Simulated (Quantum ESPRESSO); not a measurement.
**Quick settings and what they miss: Ni₆SnSb (Pmm2, 8 atoms in the cell)**

Self-consistent single point.

```yaml
crystal:
  lattice:
    - [4.23294, 0.00000, 0.00000]
    - [0.00000, 5.26968, 0.00000]
    - [0.00000, 0.00000, 4.47663]
  atoms:
    - { symbol: Ni, position: [0.50000, 0.74728, 0.82944] }
    - { symbol: Ni, position: [0.50000, 0.25272, 0.82944] }
    - { symbol: Ni, position: [0.00000, 0.74786, 0.17210] }
    - { symbol: Ni, position: [0.00000, 0.25214, 0.17210] }
    - { symbol: Ni, position: [0.00000, 0.50000, 0.68882] }
    - { symbol: Ni, position: [0.50000, 0.00000, 0.30651] }
    - { symbol: Sn, position: [0.00000, 0.00000, 0.67609] }
    - { symbol: Sb, position: [0.50000, 0.50000, 0.32549] }
```

Level of theory: PBEsol, PSlibrary PAW (PBE) pseudopotentials (plane waves; Quantum ESPRESSO).

Base settings: ecutwfc = 55 Ry; ecutrho = 330 Ry; occupations = smearing; smearing = fermi-dirac; degauss = 0.0036749 Ry; input_dft = pbesol; K_POINTS = automatic 5 4 5 0 0 0; conv_thr = 1e-10 Ry; mixing_beta = 0.4.

Tight run (finer mesh or higher cutoff; not a proven limit): ecutwfc: 55 Ry → 77 Ry; ecutrho: 330 Ry → 462 Ry; conv_thr: 1e-10 Ry → 7.3e-11 Ry; K_POINTS: automatic 5 4 5 0 0 0 → automatic 7 6 7 0 0 0. It gave Fermi level (on the code's own zero) 14.56 eV; pressure -0.42 GPa; largest force (vector length) 0.070 eV/Å.

Quick runs, as changes from the base:
- A: the base itself
- B: ecutwfc: 55 Ry → 28 Ry; ecutrho: 330 Ry → 168 Ry; smearing: fermi-dirac → marzari-vanderbilt; degauss: 0.0036749 Ry → 0.0099958 Ry; conv_thr: 1e-10 Ry → 7.3e-06 Ry; K_POINTS: automatic 5 4 5 0 0 0 → automatic 2 2 2 1 1 1
- C: ecutwfc: 55 Ry → 33 Ry; ecutrho: 330 Ry → 198 Ry; K_POINTS: automatic 5 4 5 0 0 0 → automatic 1 1 1 0 0 0
- D: smearing: fermi-dirac → methfessel-paxton; degauss: 0.0036749 Ry → 0.0147 Ry; K_POINTS: automatic 5 4 5 0 0 0 → automatic 4 4 4 0 0 0
- E: ecutwfc: 55 Ry → 44 Ry; ecutrho: 330 Ry → 264 Ry; smearing: fermi-dirac → methfessel-paxton; degauss: 0.0036749 Ry → 0.0147 Ry; conv_thr: 1e-10 Ry → 7.3e-05 Ry; K_POINTS: automatic 5 4 5 0 0 0 → automatic 2 2 2 0 0 0

Energies are extrapolated to zero smearing width, which holds to low order in the width alone (under cold and Methfessel-Paxton smearing the free energy itself is taken).

Dashes: pressure of B, E, not trusted under this conv_thr with d or f elements.

The count of work is k-points × plane waves × bands × iterations; it is no time. Core times come from one kind of shared machine and are given to one figure; runs under 30 s give none.

The starting cell comes from a database of computed structures (which also holds hypothetical and non-ambient phases and stackings), without a prior relaxation at this level. Its lattice was rescaled by a random factor within 2.5 % of one. Spin polarisation is off.

```csv
run,energy less tight (meV/atom),pressure less tight (GPa),largest miss in a force vector (eV/Å),count of work / tight,core time / tight (rough)
A,17.9,-0.45,0.025,0.27,0.4
B,2188.2,–,0.299,0.0023,0.06
C,1006.6,-37.49,0.727,0.0055,0.1
D,17.9,-0.58,0.059,0.26,0.3
E,37.5,–,0.158,0.034,0.09
```

Among the runs at the tight run's level, the energy misses run from 17.9 to 2188.2 meV/atom.

Left out of this page: 1 run of the series outside the window shown, repeating another row's setting, or not comparable.
